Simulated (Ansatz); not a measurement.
We consider KPbI3 (model structure, started from the cubic perovskite type, Pm-3m, No. 221, 5 atoms in the cell), described by HSE06+SOC (Ansatz, a quantum-chemistry and plane-wave program, plane waves, PAW).

Run with plane-wave cutoff 460 eV, 4×4×4 k mesh, Fermi–Dirac smearing 0.01 eV, PAW data made under PBE.

Cell (relaxed with PBEsol):

KPbI$_{3}$ is modelled in the cubic space group Pm-3m (No. 221), the cubic perovskite structure, Pearson symbol cP5. Conventional cell: a = b = c = 6.231 Å, α = β = γ = 90.00°. K on 1a sees 12 I at 4.406 Å (cuboctahedral). Pb on 1b is coordinated by 6 I at 3.115 Å (octahedral). I on 3c has 2 Pb at 3.115 Å and 4 K at 4.406 Å (octahedral). (Neighbours: up to the widest gap in distance over summed covalent radii, below 1.35, at either atom; cation-cation and far metal-metal contacts left out.)

Q: Give the computed band gap and direct gap at Γ.

A: 
- band gap = 0.34 eV (on the SCF k mesh) (direct)
- direct gap at Γ = 4.40 eV

Note: the relaxation could raise the start's symmetry but not lower it, so the cell can be a saddle point; cell and atoms aren't relaxed at this level (pressure 0.8 GPa).

Static lattice: no zero-point or thermal effects.

It cost roughly 60 core-minutes of CPU time.

A model structure was made by putting elements into a prototype or built by hand; it is no filed structure, need not be a known phase, and can be a saddle point held by its symmetry.
